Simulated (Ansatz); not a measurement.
```xyz
1
Lattice="2.9052 0.0000 0.0000 0.0000 2.9052 0.0000 1.4526 -1.4526 1.9458" Properties=species:S:1:pos:R:3 pbc="T T T"
Al     0.0000     0.0000     0.0000
```

No spin polarisation.

Method: r2SCAN (Ansatz, a program for electronic structure; PAW; 500 eV plane waves; no spin-orbit coupling). k-mesh 20×20×20 (Γ-centred); smearing 0.05 eV (Fermi–Dirac).

Estimate the band gap.

Zero.

Predict the pressure (mean of the normal stresses, compression positive).

-2.4 GPa.

The cells carry an imposed strain or load. Whether these cells are dynamically stable was not tested. The cell was made from Al in the fcc (Cu type) structure (space group Fm-3m, No. 225) by this change: biaxial strain +2.92 %, plane normal [001], relaxed out of plane.
